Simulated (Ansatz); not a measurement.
## rock-salt TaN (1 1 1) on zinc-blende GaAs (1 1 1) (film strained to the substrate, started from cuts of the bulks and a machine-learned relaxation)

A periodic stack without vacuum, rock-salt TaN (1 1 1) on zinc-blende GaAs (1 1 1) (film strained to the substrate, started from cuts of the bulks and a machine-learned relaxation): substrate slab As16Ga16, film N28Ta28, surface cells [[-2, 2], [-2, 0]] and [[-3, 2], [-2, -1]], film strained by -1.7 and -1.7 %, outermost planes As/Ga and N/Ta as cut, which need not be the usual terminations and can put a slab off its formula.

The start was prepared with a machine-learned potential, and the result is one local minimum, with the in-plane cell held and forces under 0.04 eV/Å; the film can end far from its bulk form.

The numbers are results of PBE (plane waves to 420 eV, PAW; Ansatz, a program for electronic structure), not measurements. No spin–orbit coupling; the runs are not spin-polarised; PBE gaps are too small against experiment. Its k-point mesh 4×4×1, Fermi–Dirac width 0.05 eV.

The interface area is 57.2 Å². The period comes out as 25.06 Å and the gaps between the outermost planes at the two interfaces is 1.85 and 1.74 Å. The As–Ta contacts across the interfaces within 1.22 times the sum of covalent radii comes out as 12, mean 2.63 Å and the Ga–Ta contacts across the interfaces within 1.22 times the sum of covalent radii is 5, mean 3.48 Å. The Ga–N contacts across the interfaces within 1.22 times the sum of covalent radii is 4, mean 2.02 Å.

```
CELL_PARAMETERS angstrom
      8.12515     0.00050     0.08497
      4.06283     7.03690    -0.02599
      1.96059    -3.76918    25.12016
ATOMIC_POSITIONS crystal
  As 0.91108 0.73859 0.04007
  As 0.46907 0.72867 0.03853
  As 0.84886 0.20624 0.03761
  As 0.36741 0.32293 0.04051
  As 0.48983 0.49410 0.17265
  As 0.98239 0.48835 0.16867
  As 0.49372 0.00024 0.16895
  As 0.00371 0.98189 0.16867
  As 0.08839 0.23330 0.30068
  As 0.59270 0.23268 0.30215
  As 0.07953 0.73253 0.30380
  As 0.58065 0.73887 0.30292
  As 0.66286 0.98609 0.44108
  As 0.16478 0.97669 0.43324
  As 0.68157 0.47815 0.43865
  As 0.19359 0.47170 0.43305
  Ga 0.83792 0.29544 0.13612
  Ga 0.33321 0.32088 0.13846
  Ga 0.84532 0.80526 0.13833
  Ga 0.35779 0.80255 0.13744
  Ga 0.43955 0.05229 0.26904
  Ga 0.94391 0.04359 0.26878
  Ga 0.43308 0.55181 0.27223
  Ga 0.93126 0.54812 0.26873
  Ga 0.01141 0.79351 0.40485
  Ga 0.52800 0.79103 0.40267
  Ga 0.02955 0.29468 0.39988
  Ga 0.54419 0.28558 0.40191
  Ga 0.75455 0.60437 0.52578
  Ga 0.11474 0.43090 0.52496
  Ga 0.50050 0.95356 0.52791
  Ga 0.13792 0.11388 0.52657
  N  0.71542 0.61444 0.60691
  N  0.28641 0.76202 0.60641
  N  0.56639 0.33705 0.60795
  N  0.14742 0.47186 0.60182
  N  0.43637 0.04777 0.60681
  N  0.00725 0.17963 0.60246
  N  0.85224 0.90553 0.60520
  N  0.57259 0.16127 0.70230
  N  0.14045 0.31434 0.70517
  N  0.41908 0.84153 0.70230
  N  0.98540 0.99903 0.69736
  N  0.28060 0.57627 0.70089
  N  0.87486 0.71080 0.69656
  N  0.70084 0.43548 0.70262
  N  0.41703 0.70140 0.80577
  N  0.96792 0.85819 0.81385
  N  0.25488 0.38980 0.80131
  N  0.83941 0.53352 0.80055
  N  0.12948 0.11835 0.80606
  N  0.71668 0.24799 0.80084
  N  0.54416 0.98403 0.80828
  N  0.26558 0.23415 0.90512
  N  0.80172 0.39927 0.91674
  N  0.10444 0.93121 0.90617
  N  0.67694 0.09320 0.90732
  N  0.97293 0.66357 0.91047
  N  0.55061 0.78910 0.90861
  N  0.39736 0.51299 0.91010
  Ta 0.63751 0.88239 0.65610
  Ta 0.21377 0.03362 0.65472
  Ta 0.49881 0.59828 0.64224
  Ta 0.07048 0.74060 0.63929
  Ta 0.35201 0.30381 0.64856
  Ta 0.93269 0.44307 0.65205
  Ta 0.78622 0.16286 0.64055
  Ta 0.48003 0.43007 0.75883
  Ta 0.04953 0.58772 0.75612
  Ta 0.35359 0.11924 0.74806
  Ta 0.93751 0.25784 0.74706
  Ta 0.18869 0.84600 0.75511
  Ta 0.78361 0.97387 0.75240
  Ta 0.64229 0.71052 0.75082
  Ta 0.32569 0.96153 0.85995
  Ta 0.89441 0.12784 0.86213
  Ta 0.19827 0.65812 0.85286
  Ta 0.76554 0.80186 0.85476
  Ta 0.02990 0.40094 0.85742
  Ta 0.62802 0.51871 0.85644
  Ta 0.47311 0.26699 0.85185
  Ta 0.17971 0.49170 0.96423
  Ta 0.75373 0.65411 0.96652
  Ta 0.03862 0.21397 0.95310
  Ta 0.59719 0.35881 0.96828
  Ta 0.88665 0.94029 0.96249
  Ta 0.46368 0.06914 0.95927
  Ta 0.32320 0.78220 0.95381
```
